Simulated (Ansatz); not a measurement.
```xyz
2
Lattice="0.0000 2.9315 2.9315 2.9315 0.0000 2.9315 2.9315 2.9315 0.0000" Properties=species:S:1:pos:R:3 pbc="T T T"
I      1.4657     1.4657     1.4657
Cu     0.0000     0.0000     0.0000
```

Dynamical quadrupoles are not included in the interpolation of the phonons between the solved wave vectors. Spin-orbit coupling is not included.

Question: What linear thermal expansion coefficient does the quasi-harmonic free energy on DFT at the LDA level (Ansatz, a program for electronic structure) give at 350 K, and what isobaric heat capacity per mole of formula units and Grüneisen parameter?

Answer: α = 14.2 × 10⁻⁶ K⁻¹; C_P = 49.8 J/(mol K); γ = 1.35. Whether this phase is the stable one at each condition was not tested.
